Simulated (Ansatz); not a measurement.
System: YMgNO (model structure, started from the LaZnOP type, P4/nmm, No. 129, 8 atoms in the cell). Method: PBEsol in Ansatz (PAW).

Run with plane-wave cutoff 520 eV, 8×8×4 k mesh (along the axes of the cell as run), Fermi–Dirac smearing 0.01 eV, scalar-relativistic PAW data made under PBE.

Cell (relaxed at this level):

```yaml
crystal:
  lattice:
    - [3.74358, 0.00000, 0.00000]
    - [0.00000, 3.74358, 0.00000]
    - [0.00000, 0.00000, 7.72214]
  atoms:
    - { symbol: Y, position: [0.00000, 0.50000, 0.85383] }
    - { symbol: Y, position: [0.50000, 0.00000, 0.14617] }
    - { symbol: Mg, position: [0.00000, 0.00000, 0.50000] }
    - { symbol: Mg, position: [0.50000, 0.50000, 0.50000] }
    - { symbol: N, position: [0.50000, 0.00000, 0.62805] }
    - { symbol: N, position: [0.00000, 0.50000, 0.37195] }
    - { symbol: O, position: [0.50000, 0.50000, 0.00000] }
    - { symbol: O, position: [0.00000, 0.00000, 0.00000] }
```

### Question
Predict the band gap and smallest direct gap on the k points sampled.

### Answer

- band gap: 1.89 eV
- smallest direct gap on the k points sampled: 2.06 eV

Note: the relaxation could raise the start's symmetry but not lower it, so the cell can be a saddle point.

Spin–orbit coupling is not included.

It cost about 20 core-seconds (a rough figure) of CPU time.

A model structure was made by putting elements into a prototype or built by hand; it is no filed structure, need not be a known phase, and can be a saddle point held by its symmetry.

Ansatz is a program for electronic structure.
